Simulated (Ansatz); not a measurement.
For PtSb (model structure, started from the CoSn type, P6/mmm, No. 191, 6 atoms in the cell), PBEsol (plane waves, PAW; Ansatz, a program for electronic structure) gives:

- lattice parameter a: 5.799 Å
- c axis length: 4.412 Å

### Question
What does r²SCAN+rVV10 (plane waves, PAW; Ansatz) give for the same quantities?

### Answer

- lattice constant a: 5.927 Å (increases by 2.2 %)
- lattice parameter c: 4.250 Å (drops by 3.7 %)

Changes are worked out from the printed values.

Unless a cell is named, each level is at its own relaxed cell (PBEsol 21.42, r²SCAN+rVV10 21.55 Å³/atom).

Levels without +SOC leave out spin–orbit coupling, which shifts energies and cells of such heavy elements.

The crystal itself was run without spin with PBEsol, r²SCAN+rVV10; a magnetic state was not tried in these runs.

Ansatz's density-functional and Hartree–Fock values are scalar-relativistic unless marked +SOC, with PAW data made under PBE.

A model structure was made by putting elements into a prototype or built by hand; it is no filed structure, need not be a known phase, and can be a saddle point held by its symmetry.
